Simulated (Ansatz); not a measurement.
Functionals compared on CH3 on the 1x1 (0001) surface of hcp Zr, one in a 2x2 cell, started at the site 'hollow Zr-Zr-Zr', in Ansatz (plane waves, PAW). The structure was relaxed with PBE; the other rows are single points on it, each with its references at the same level. Cutoff 420 eV (500 eV for r2SCAN).

Model: 20-atom slab, 7.6 Å thick at the start under the adsorbate (thin: gaps and levels are the slab's own), 5x5x1 mesh, Fermi-Dirac 0.1 eV, dipole correction, 8 atoms held, the rest relaxed; symmetry of the start imposed; no spin, no spin-orbit, no U, no dispersion correction. At the end it is bonded to 3 Zr. In PBE this state lies 0.06 eV over the lowest of the starts that converged ('hollow Zr-Zr-Zr over Zr at depth 2.4 Å'). These notes are the PBE run's. Adsorption energies are against CH4(g) − ½ H2(g). A negative adsorption energy means that the adsorbate is more stable on the surface than in its reference.

| functional | adsorption energy (eV) | work function of the top face (eV) | change of the work function (eV) | rough cost of the single point |
|---|---|---|---|---|
| PBE | -0.15 | 3.61 | -0.55 | – |
| RPBE | 0.07 | 3.50 | -0.54 | around 50 core-seconds (rough) |
| r2SCAN | -0.42 | 3.61 | -0.63 | around 2.1 core-minutes (rough) |

Ansatz is a program for electronic structure.
